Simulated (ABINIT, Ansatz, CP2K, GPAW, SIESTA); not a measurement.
**One structure in several programs: CoGa (Pm-3m, 2 atoms in the cell)**

Self-consistent single point.

```
CELL_PARAMETERS angstrom
      2.88000     0.00000     0.00000
      0.00000     2.88000     0.00000
      0.00000     0.00000     2.88000
ATOMIC_POSITIONS crystal
  Ga 0.50000 0.50000 0.50000
  Co 0.00000 0.00000 0.00000
```

Shared settings, as Ansatz (a program for electronic structure) writes them: kpoints.mp_grid.grid = 8 8 8; scf.occupations.method = fermi_dirac; scf.occupations.width = 0.1 eV. Potentials and cutoffs stand in the table.

```json
[
 {"code": "ABINIT", "model": "LDA (PW92), norm-conserving pseudopotentials (PseudoDojo nc-sr-04 LDA standard)", "pressure (GPa)": "-13.62", "cutoff": "48 Ha"},
 {"code": "Ansatz", "model": "LDA (PW92), default PAW files made with PBE", "pressure (GPa)": "-13.53", "cutoff": "default"},
 {"code": "GPAW", "model": "LDA (Perdew-Wang 92), GPAW PAW datasets LDA (gpaw-data 1.0.1)", "pressure (GPa)": "-11.32", "cutoff": "850 eV"},
 {"code": "CP2K", "model": "LDA (Pade form), GPW, DZVP-MOLOPT-SR-GTH basis, GTH-PADE potentials (GTH_POTENTIALS)", "pressure (GPa)": "-11.90", "cutoff": "grid 600 Ry"},
 {"code": "SIESTA", "model": "LDA PW92, numerical atomic orbitals DZP, PseudoDojo LDA standard norm-conserving potentials (rewritten from UPF to PSML)", "pressure (GPa)": "-13.90", "cutoff": "grid 400 Ry"}
]
```

On Ansatz's run: spin polarisation is off.

The spread over the programs that give each value: pressure within 2.58 GPa.

CP2K and SIESTA use small atom-centred bases, whose incompleteness enters pressures, forces and empty levels differently from a plane-wave cutoff. Ansatz's pressure is given at a fixed set of plane waves, as the other plane-wave codes print theirs; with its correction for the finite basis it is -13.40 GPa. In the pressure, GPAW (by 2.22) and CP2K (by 1.63) lie more than 1 GPa from the median of the plane-wave programs.

The starting cell has typed, rounded lattice constants, without a prior relaxation at this level.

Left out of this page: Elk and FLEUR (not drawn, or without a comparable value).

Keys are those of Ansatz 0.2.
